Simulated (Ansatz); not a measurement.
The starting structures come from a database of crystals and need not be the phases stable at ambient conditions.

The decay constant κ of evanescent states in the gap governs leakage through a thin film.

Here is the system:

```yaml
crystal:
  lattice:
    - [6.75222, 0.00000, 0.00000]
    - [0.00000, 8.38903, -0.00607]
    - [3.37611, -2.06997, 4.14930]
  atoms:
    - { symbol: Sn, position: [0.50000, 0.00000, 0.00000] }
    - { symbol: Sn, position: [0.50000, 0.50000, 0.00000] }
    - { symbol: Sn, position: [0.02717, 0.67740, 0.94567] }
    - { symbol: Sn, position: [0.97283, 0.32260, 0.05433] }
    - { symbol: O, position: [0.80568, 0.50000, 0.00000] }
    - { symbol: O, position: [0.19432, 0.50000, 0.00000] }
    - { symbol: F, position: [0.79769, 0.85531, 0.40463] }
    - { symbol: F, position: [0.20231, 0.14469, 0.59537] }
    - { symbol: F, position: [0.72230, 0.50293, 0.55540] }
    - { symbol: F, position: [0.27770, 0.49707, 0.44460] }
    - { symbol: F, position: [0.60490, 0.23778, 0.79019] }
    - { symbol: F, position: [0.39510, 0.76222, 0.20981] }
    - { symbol: F, position: [0.12267, 0.19790, 0.17259] }
    - { symbol: F, position: [0.87733, 0.80210, 0.82741] }
    - { symbol: F, position: [0.29526, 0.80210, 0.82741] }
    - { symbol: F, position: [0.70474, 0.19790, 0.17259] }
```

Space group of this cell: C2/m. The cell was relaxed by PBE-D3(BJ); by PBEsol its mean pressure is -2.5 GPa.

Transport runs along the normal of the first two printed cell vectors.

The gap is the functional's own. No spin-orbit coupling. Mid-gap values are interpolated on the energy grid.

Q: Predict the band gap and the smallest decay constant κ at mid-gap from PBEsol run with Ansatz (a program for electronic structure).

A: Gap 1.97 eV on a 8×4×8 mesh; κ = 0.331 1/Å, at (0.000, 0.500) of the in-plane reciprocal vectors. At the zone centre, at the nearest computed energy, the slowest state has κ = 0.52 1/Å.
